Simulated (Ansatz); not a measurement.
**VPt3: response to strain**

Consider VPt3 in the Cu3Au type structure (space group Pm-3m, No. 221; ferromagnetic; relaxed with 0.1 eV smearing).

```xyz
4
Lattice="3.8707 0.0000 0.0000 0.0000 3.8707 0.0000 0.0000 0.0000 3.8707" Properties=species:S:1:pos:R:3 pbc="T T T"
V      0.0000     0.0000     0.0000
Pt     1.9353     1.9353     0.0000
Pt     0.0000     1.9353     1.9353
Pt     1.9353     0.0000     1.9353
```

Cartesian axes are those of the cell as printed.

Strains are applied to the cell and any free atomic positions relax; under biaxial strain the out-of-plane vector relaxes too; under stress the whole cell relaxes.

Level of theory: DFT with PBEsol, PAW potentials and a 420 eV plane-wave cutoff in Ansatz (an electronic-structure program), no spin-orbit coupling.

Candidates:
(a) isotropic strain −3.89 %
(b) uniaxial stress, 5 GPa tension along x
(c) biaxial strain +1.62 %, plane normal [001], relaxed out of plane
(d) biaxial strain −2.09 %, plane normal [001], relaxed out of plane

Notes on the quantities. energy relative to the base: free energy F.

Question: Order them by energy relative to the base, highest first.

Answer: (a) isotropic strain −3.89 % (+197 meV/atom), (d) biaxial strain −2.09 %, plane normal [001], relaxed out of plane (+16 meV/atom), (c) biaxial strain +1.62 %, plane normal [001], relaxed out of plane (+8.3 meV/atom), (b) uniaxial stress, 5 GPa tension along x (+4.5 meV/atom)

Other magnetic orders, which the real material may have, were not ruled out. Beyond what the load breaks, stability against distortions was not tested.
